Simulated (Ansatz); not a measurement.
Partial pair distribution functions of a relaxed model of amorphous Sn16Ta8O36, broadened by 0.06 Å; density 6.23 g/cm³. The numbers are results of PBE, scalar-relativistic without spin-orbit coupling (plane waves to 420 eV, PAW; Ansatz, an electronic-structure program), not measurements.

Preparation: random packing, a CHGNet melt and quench, and a DFT relaxation. O atoms were pushed apart under 1.9 Å during the dynamics, to hinder bonds among them. The hot cell started wider than the set density and was brought back towards it in steps. It is the lowest in DFT energy of 2 quenches. It is a model cell: composition and starting density were chosen by hand, and all elements were melted together. No dispersion term was used. Its density started from a set value of 6.90 and ended at 6.23 g/cm³. The simulated quench (nominally 190 K/ps over its main leg) is rapid and tends to freeze in more defects than a deposited or slowly cooled glass has. One small periodic cell is one sample of the glass; other quenches scatter about these values. The volume was free in the relaxation, at fixed shape. Stress components on the final sampling reach 1.4 GPa. On a 2×2×2 Γ-centred mesh force components of up to 0.19 eV/Å stay, since the relaxation ran on the zone centre alone. Cycles of charging lowered its energy after that relaxation.

```
r (Å)  g Sn-O  g Ta-O  g Sn-Sn  g Ta-Ta
-----  ------  ------  -------  -------
1.60     0.00    0.00     0.00     0.00
1.70     0.00    0.27     0.00     0.00
1.80     0.00    3.37     0.00     0.00
1.90     0.10    8.79     0.00     0.00
2.00     1.02   11.88     0.00     0.00
2.10     4.89    5.53     0.00     0.00
2.20     5.12    1.95     0.00     0.00
2.30     2.48    1.24     0.00     0.00
2.40     0.69    0.25     0.00     0.00
2.50     0.50    0.01     0.00     0.00
2.60     0.40    0.00     0.00     0.00
2.70     0.43    0.00     0.00     0.00
2.80     0.26    0.00     0.00     0.00
2.90     0.24    0.00     0.08     0.00
3.00     0.34    0.00     0.49     0.00
3.10     0.66    0.00     0.54     0.36
3.20     0.54    0.01     0.61     2.63
3.30     0.42    0.29     0.56     2.74
3.40     0.86    0.47     0.91     1.49
3.50     1.00    0.36     1.99     1.22
3.60     0.98    0.69     2.28     1.23
3.70     0.77    0.80     1.76     3.39
3.80     0.62    1.06     2.25     4.51
3.90     1.06    1.54     2.41     3.62
4.00     1.26    1.64     1.46     0.67
4.10     1.30    0.72     1.76     0.01
4.20     1.29    0.98     2.26     0.00
4.30     1.02    1.27     1.22     0.00
4.40     1.11    1.20     0.57     0.00
4.50     1.07    1.22     1.14     0.00
4.60     1.42    1.34     0.81     0.00
4.70     1.49    1.39     0.69     0.01
4.80     1.70    1.16     0.57     0.27
4.90     1.50    1.01     1.00     0.71
5.00     0.92    0.81     0.69     0.59
```

Within 2.82 Å each Sn has 3.38 O neighbours on average.
